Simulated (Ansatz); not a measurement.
# A computed series for Sr2MgMoO6: pressure series

Consider Sr$_{2}$MgMoO$_{6}$ (space group I4/m, No. 87; a = 5.5327 Å, c = 7.9475 Å; a cell from a computed database, its experimental status unchecked).

Cell and atoms are relaxed at each pressure.

Level of theory: Ansatz (a quantum-chemistry and plane-wave program), PBEsol, PAW, cutoff 420 eV, scalar-relativistic without spin-orbit coupling.

Notes on the quantities. enthalpy: H = E + PV relative to the base's energy.

```
variant           band gap  lattice parameter a       enthalpy
----------------  --------  -------------------  -------------
base               2.27 eV          10.455 bohr              –
pressure 0.3 GPa   2.28 eV          10.447 bohr  +0.02 eV/atom
pressure 0.7 GPa   2.28 eV          10.436 bohr  +0.05 eV/atom
pressure 3 GPa     2.30 eV          10.378 bohr  +0.23 eV/atom
pressure 5 GPa     2.32 eV          10.330 bohr  +0.37 eV/atom
pressure 7.5 GPa   2.35 eV          10.275 bohr  +0.56 eV/atom
pressure 10 GPa    2.37 eV          10.224 bohr  +0.73 eV/atom
```

Load acts through the strain it causes; cell and atoms are relaxed under it. No phonon test of stability was made. Competing high-pressure phases were not computed.
